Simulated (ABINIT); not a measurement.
Band structure of CaSe (Fm-3m, 2 atoms in the cell).

```xyz
2
Lattice="0.0000 2.9600 2.9600 2.9600 0.0000 2.9600 2.9600 2.9600 0.0000" Properties=species:S:1:pos:R:3 pbc="T T T"
Ca     0.0000     0.0000     0.0000
Se     2.9600     2.9600     2.9600
```

Computed with PBE, norm-conserving pseudopotentials (PseudoDojo nc-sr-05 PBE standard) (plane waves; ABINIT 10.0.3).

Settings: pseudos = [Ca.upf, Se.upf]; ecut = 43 Ha; occopt = 3; tsmear = 0.00073499 Ha; ngkpt = 5 5 5; nshiftk = 1; shiftk = 0 0 0; potentials = PseudoDojo nc-sr-05 PBE standard; kptopt = 1; nstep = 60; tolvrs1 = 1e-11; ndtset = 2; getden2 = 1.

The starting cell has typed, rounded lattice constants, without a prior relaxation at this level.

Predict the gap along the standard path and the places of the band edges.

The gap along the path is 2.04 eV, from Γ to X; the smallest direct gap on it is 2.97 eV.

Levels in eV from the top of the valence band on the SCF mesh, bands 10 to 17:
```json
[
 {"point": "Γ", "10": "-11.79", "11": "0.00", "12": "0.00", "13": "0.00", "14": "3.33", "15": "3.71", "16": "3.71", "17": "3.71"},
 {"point": "X", "10": "-11.22", "11": "-2.51", "12": "-0.93", "13": "-0.93", "14": "2.04", "15": "5.03", "16": "5.05", "17": "6.00"},
 {"point": "W", "10": "-11.13", "11": "-1.97", "12": "-1.97", "13": "-1.66", "14": "4.40", "15": "4.40", "16": "5.24", "17": "5.72"},
 {"point": "K", "10": "-11.14", "11": "-2.25", "12": "-2.04", "13": "-1.11", "14": "3.28", "15": "5.66", "16": "5.70", "17": "5.71"},
 {"point": "L", "10": "-11.10", "11": "-3.27", "12": "-1.19", "13": "-1.19", "14": "4.52", "15": "5.47", "16": "5.49", "17": "5.49"},
 {"point": "U", "10": "-11.14", "11": "-2.25", "12": "-2.04", "13": "-1.11", "14": "3.28", "15": "5.66", "16": "5.70", "17": "5.71"}
]
```
